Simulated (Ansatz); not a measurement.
# Worked example: self-consistent single point of KSe3 (C2, 8 atoms in the cell) in Ansatz

Computed with LDA (PW92), default PAW files made with PBE (plane waves; Ansatz, a first-principles code).

The input file:

Ansatz 0.2 input:
```yaml
crystal:
  lattice:
    - [5.858845, -2.735765, 0.000000]
    - [5.858845, 2.735765, 0.000000]
    - [-3.060504, 0.000000, 7.773640]
  atoms:
    - { symbol: K, position_ang: [9.757046, 0.381201, 1.927241] }
    - { symbol: K, position_ang: [-1.099860, 0.381201, 5.846399] }
    - { symbol: Se, position_ang: [5.859195, 0.358330, 4.053098] }
    - { symbol: Se, position_ang: [2.797991, 0.358330, 3.720542] }
    - { symbol: Se, position_ang: [7.345107, 0.133396, 6.287709] }
    - { symbol: Se, position_ang: [1.312079, 0.133396, 1.485931] }
    - { symbol: Se, position_ang: [6.405280, 0.598968, 1.582091] }
    - { symbol: Se, position_ang: [2.251906, 0.598968, 6.191549] }
basis:
  ecutwfc: 420.0
kpoints:
  mp_grid:
    grid: [4, 4, 3]
hamiltonian:
  xc: lda
  pseudopotentials:
    kind: paw
scf:
  occupations:
    method: gaussian
    width: 0.1
output:
  forces: true
  eigenvalues: true
  stress: true
```

Output, abridged:

```
WARN ansatz: RAYON_NUM_THREADS=1 ignored (pool sized by the plan → 1); use --threads N
Pseudopotentials: kind: paw
Pseudopotential: K, paw, valence charge 9
Pseudopotential: Se, paw, valence charge 16
Crystal: 8 atoms, lattice volume = 249.198 Å³
Basis set: ecut = 420 eV, 4873 PW (Γ)
Bands: 69, of which v1, the nominal top of the filled ones, is band 57 counted from 1 (56 counted from 0)
Symmetry: 2 space group operations
Space group: C2 (ITA 5), of the structure as read, at distance tolerance 6.3e-5 Å
k-points: 17 of 48 (time reversal used)
PAW frozen core: K, regenerated for the run's functional, and the local potential with it
PAW frozen core: Se, regenerated for the run's functional, and the local potential with it
Initial density: superposition of atomic densities (neutral atoms: chi_scale 0, normalization atom), corrected by the library's trained network
Initial wavefunctions: pseudopotential atomic-orbital guess
Eigensolver: davidson
Functional: x = slater, c = lda
SCF iter   1: F=—  HF=-35295.301383 eV  |F-HF|=—  |Δ(HF+E_count)|=         —  Δρ=4.93e-3  dr2=4.15e-2  ethr=1.77e-3  ⟨swp⟩=6.9  Hψ=4637  notcnv=0  defer=23
all-band conjugate gradients solve this SCF's bands
preconditioner: auto → Resta (q_TF=auto, 2.395 Å⁻¹)
SCF iter   2: F=—  HF=-35295.290926 eV  |F-HF|=—  |Δ(HF+E_count)|=   1.05e-2  Δρ=2.63e-3  dr2=9.99e-3  ethr=3.64e-5  ⟨swp⟩=1.1  Hψ=1362  notcnv=0  defer=26
SCF iter   3: F=—  HF=-35295.289534 eV  |F-HF|=—  |Δ(HF+E_count)|=   1.39e-3  Δρ=7.00e-4  dr2=2.62e-3  ethr=8.76e-6  ⟨swp⟩=2.0  Hψ=1294  notcnv=0  defer=26
SCF iter   4: F=—  HF=-35295.289154 eV  |F-HF|=—  |Δ(HF+E_count)|=   3.80e-4  Δρ=2.20e-4  dr2=2.17e-4  ethr=2.30e-6  ⟨swp⟩=2.0  Hψ=1269  notcnv=0  defer=26
SCF iter   5: F=—  HF=-35295.289146 eV  |F-HF|=—  |Δ(HF+E_count)|=   7.96e-6  Δρ=6.54e-5  dr2=1.68e-5  ethr=1.91e-7  ⟨swp⟩=2.3  Hψ=1741  notcnv=0  defer=26
SCF iter   6: F=—  HF=-35295.289200 eV  |F-HF|=—  |Δ(HF+E_count)|=   5.37e-5  Δρ=2.70e-5  dr2=3.42e-6  ethr=1.47e-8  ⟨swp⟩=2.0  Hψ=2030  notcnv=0  defer=26
SCF iter   7: F=—  HF=-35295.289200 eV  |F-HF|=—  |Δ(HF+E_count)|=   6.75e-8  Δρ=1.00e-5  dr2=4.25e-7  ethr=3.00e-9  ⟨swp⟩=2.0  Hψ=2030  notcnv=0  defer=26
SCF iter   8: F=-35295.289200 eV  HF=-35295.289200 eV  |F-HF|=1.18e-8  |Δ(HF+E_count)|=   5.07e-8  Δρ=3.42e-6  dr2=4.25e-8  ethr=8.77e-11  ⟨swp⟩=9.8  Hψ=5479  notcnv=0
SCF 1 converged in 8 iterations: F = -35295.289200 eV  dr2 = 4.25e-8
SCF converged after 8 iterations
Free energy (F): -35295.289200 eV
Harris-Foulkes:  -35295.289200 eV  (|F-HF|=1.18e-8)
Internal energy: -35295.288774 eV  (E = F + TS)
E sigma→0 (E₀):  -35295.288987 eV
Entropy (-TS):   -0.000425 eV (-0.053 meV/atom)
Fermi energy:    5.471647 eV
--- Per-component energies (eV) ---
  E_band       = -2790.377181
  E_kinetic    = 1211.964032
  E_local      = -18374.561980  (includes V_loc(G=0)·N_el)
  E_nonlocal   = -3498.402660
  E_hartree    = 8784.651237
  E_xc         = -882.658910
  E_vxc        = -911.580807  (∫ρ·V_xc dr)
  E_paw        = -12450.310141  (= ΣΔE_a)
  E_vpaw       = 1212.903662  (= ΣTr[D̂ρ^β])
  E_aug_tail   = -0.003620  (compensation charges beyond the density's cutoff)
  E_ewald      = -10099.785904
  E_core_change = 13.819174  (= ΣΔE_core)
  E_smearing   = -0.000425  (= −TS)
  E_closure    = -0.000000  (closes the sum)
  Σ components = -35295.289200   (vs F -35295.289200, Δ=0.00e0)
--- Forces (eV/Å), atoms counted from 1 ---
  atom   1  K     -0.02543685    -0.01825828    -0.01237432
  atom   2  K      0.02543685    -0.01825828     0.01237432
  atom   3  Se    -0.00220630    -0.00406860    -0.11960288
  atom   4  Se     0.00220630    -0.00406860     0.11960288
  atom   5  Se     0.05920755    -0.17607620    -0.19340896
  atom   6  Se    -0.05920755    -0.17607620     0.19340896
  atom   7  Se     0.03657674     0.19840705     0.26279665
  atom   8  Se    -0.03657674     0.19840705    -0.26279665
  max |Σ_I F_I| component: 7.94e-6 eV/Å
--- Stress (GPa, compression-positive) ---
       -3.004604      -0.000000      -0.180418
       -0.000000      -2.919087       0.000000
       -0.180419       0.000000      -3.493988
  P = ⅓ Tr σ = -3.1392 GPa (-31.392 kbar)
  The stress holds the Pulay correction. Without it, at fixed plane waves, as pw.x and ABINIT print it: P = -3.1573 GPa
--- Band table (eV; the first three rows and the last of 17) ---
  k-point 0: bands = ["-43.1883", "-43.1877", "-43.1781", "-43.1779", "-43.0252", "-43.0251", "-42.9697", "-42.9692", "-42.9374", "-42.9373", "-42.8096", "-42.8096", "-42.7880", "-42.7880", "-42.7759", "-42.7746", "-42.7636", "-42.7631", "-42.6932", [...]
  k-point 1: bands = ["-43.1883", "-43.1877", "-43.1781", "-43.1779", "-43.0252", "-43.0251", "-42.9697", "-42.9692", "-42.9374", "-42.9373", "-42.8096", "-42.8096", "-42.7881", "-42.7879", "-42.7759", "-42.7746", "-42.7636", "-42.7631", "-42.6932", [...]
  k-point 2: bands = ["-43.1883", "-43.1876", "-43.1781", "-43.1779", "-43.0253", "-43.0252", "-42.9697", "-42.9692", "-42.9374", "-42.9373", "-42.8096", "-42.8096", "-42.7880", "-42.7880", "-42.7758", "-42.7746", "-42.7636", "-42.7630", "-42.6932", [...]
  k-point 16: bands = ["-43.1883", "-43.1877", "-43.1781", "-43.1779", "-43.0252", "-43.0251", "-42.9697", "-42.9692", "-42.9374", "-42.9373", "-42.8096", "-42.8096", "-42.7880", "-42.7880", "-42.7756", "-42.7748", "-42.7637", "-42.7629", [...]
```

The run converged in 8 iterations.

The starting cell comes from a database of computed structures (which also holds hypothetical and non-ambient phases and stackings), without a prior relaxation at this level. With a pressure of about -3 GPa the cell is away from its equilibrium volume at this level. Ansatz's pressure includes its estimate of the finite-basis (Pulay) stress. A gap is left out here, as mesh or smearing make it unsure.
